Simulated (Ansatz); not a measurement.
HfSiO4 (I4₁/amd, No. 141, 12 atoms in the cell; start COD 9000852), treated with HSE06 (Ansatz, an electronic-structure program, plane waves, PAW).

The input as run:

Ansatz 0.2 input:
```yaml
crystal:
  lattice:
    - [-3.2963031403, 3.2963031403, 2.9798683463]
    - [3.2963031403, -3.2963031403, 2.9798683463]
    - [3.2963031403, 3.2963031403, -2.9798683463]
  atoms:
    - { symbol: Hf, position: [0.75, 0.25, 0.5] }
    - { symbol: Hf, position: [0.0, 0.0, 0.0] }
    - { symbol: Si, position: [0.25, 0.75, 0.5] }
    - { symbol: Si, position: [0.5, 0.5, 0.0] }
    - { symbol: O, position: [0.1353829774, 0.3193497537, 0.8160332237] }
    - { symbol: O, position: [0.0693497537, 0.7533165301, 0.6839667763] }
    - { symbol: O, position: [0.5033165301, 0.3193497537, 0.1839667763] }
    - { symbol: O, position: [0.0693497537, 0.3853829774, 0.3160332237] }
    - { symbol: O, position: [0.6146170226, 0.9306502463, 0.6839667763] }
    - { symbol: O, position: [0.6806502463, 0.8646170226, 0.1839667763] }
    - { symbol: O, position: [0.2466834699, 0.9306502463, 0.3160332237] }
    - { symbol: O, position: [0.6806502463, 0.4966834699, 0.8160332237] }
basis:
  ecutwfc: 460
  ecutrho_ratio: 4
  xc_grid: 2
kpoints:
  mp_grid: { grid: [6, 6, 6] }
  band_path:
    path:
      - [0, 0, 0]
      - [0.050478, 0.050478, -0.050478]
      - [0.1875, 0.3125, 0.1875]
    npoints: 1
hamiltonian:
  xc: hse06
  dispersion: none
  pseudopotentials: { azcp: { folder: ./paw }, kind: paw }
scf:
  occupations: { method: fermi_dirac, width: 0.01 }
  convergence: { dr2_threshold: 0.0000000012 }
output:
  forces: true
  stress: true
  eigenvalues: true
  write_bands: true
```

Excerpt of the program's output:

```
WARN output.stress: scf.exx.energy_threshold = 1e-6 eV is looser than the 1.2e-7 eV advised for a stress under a hybrid functional (1e-8 eV for each atom of …
Crystal: 12 atoms, lattice volume = 129.512 Å³
Basis set: ecut = 460 eV, 2911 PW (Γ), exchange–correlation on 80×80×80 points (8 copies of the dense FFT grid, shifted against one another)
Bands: 66, of which v1, the nominal top of the filled ones, is band 54 counted from 1 (53 counted from 0)
Symmetry: 16 space group operations
Space group: I41/amd (ITA 141), of the structure as read, at distance tolerance 5.1e-5 Å
k-points: 30 of 216
Initial density: superposition of atomic densities (chi_scale 0.1, normalization cell, long waves kept (reshape's long-wave potential 0.03 eV rms))
SCF iter   1: F=—  HF=-37280.806514 eV  |F-HF|=—  |Δ(HF+E_count)|=         —  Δρ=1.10e-1  dr2=2.34e1
SCF iter   2: F=—  HF=-37273.877198 eV  |F-HF|=—  |Δ(HF+E_count)|=    6.93e0  Δρ=4.67e-2  dr2=1.62e0
  ...
Crystal: 12 atoms, lattice volume = 129.512 Å³
Initial density: handed on by an earlier stage of this run
Crystal: 12 atoms, lattice volume = 129.512 Å³
Crystal: 12 atoms, lattice volume = 129.512 Å³
SCF iter   1: F=—  HF=-37274.515645 eV  |F-HF|=—  |Δ(HF+E_count)|=         —  Δρ=2.98e-6  dr2=1.14e-8
SCF iter   2: F=-37274.515645 eV  HF=-37274.515645 eV  |F-HF|=1.46e-10  |Δ(HF+E_count)|=   1.98e-9  Δρ=1.14e-6  dr2=7.79e-10
SCF 4 converged in 2 iterations: F = -37274.515645 eV  dr2 = 7.79e-10
Free energy (F): -37274.515645 eV
Internal energy: -37274.515645 eV  (E = F + TS)
E sigma→0 (E₀):  -37274.515645 eV
Fermi energy:    11.736230 eV
--- Forces (eV/Å), atoms counted from 1 ---
  atom   1  Hf     0.00000000     0.00000000     0.00000000
  atom   2  Hf     0.00000000     0.00000000     0.00000000
  atom   3  Si     0.00000000     0.00000000     0.00000000
  atom   4  Si     0.00000000     0.00000000     0.00000000
  atom   5  O      0.00000000     0.00008379    -0.00000422
  atom   6  O     -0.00008379     0.00000000    -0.00000422
  atom   7  O      0.00000000    -0.00008379    -0.00000422
  atom   8  O      0.00008379     0.00000000    -0.00000422
  atom   9  O      0.00000000    -0.00008379     0.00000422
  atom  10  O     -0.00008379     0.00000000     0.00000422
  atom  11  O      0.00000000     0.00008379     0.00000422
  atom  12  O      0.00008379    -0.00000000     0.00000422
--- Stress (GPa, compression-positive) ---
        0.002319       0.000000      -0.000000
        0.000000       0.002319      -0.000000
        0.000000      -0.000000      -0.000242
  P = ⅓ Tr σ = 0.0015 GPa (0.015 kbar)
```

The PAW data were made under PBE.

Note: the relaxation could not lower the start's symmetry, so a distorted cell can lie lower.
